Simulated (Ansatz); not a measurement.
For PtGe₂ (model structure, started from the Al2Cu type, I4/mcm, No. 140, 6 atoms in the cell), PBE (plane waves, PAW; Ansatz, a program for electronic structure) gives:

- lattice constant a = 6.133 Å
- c axis length = 5.591 Å
- formation enthalpy = -0.175 eV/atom

Task: What does PBE-D3(BJ) (Ansatz, plane waves, PAW) give for the same quantities?

Result: 
- lattice constant a: 6.052 Å (drops by 1.3 %)
- lattice parameter c: 5.529 Å (drops by 1.1 %)
- formation enthalpy: -0.205 eV/atom (moves by -0.030 eV/atom)

Changes are worked out from the printed values.

Unless a cell is named, each level is at its own relaxed cell (PBE 17.52, PBE-D3(BJ) 16.87 Å³/atom).

Levels without +SOC leave out spin–orbit coupling, which shifts energies and cells of such heavy elements.

Ansatz's density-functional and Hartree–Fock values are scalar-relativistic unless marked +SOC, with PAW data made under PBE.

A model structure was made by putting elements into a prototype or built by hand; it is no filed structure, need not be a known phase, and can be a saddle point held by its symmetry.
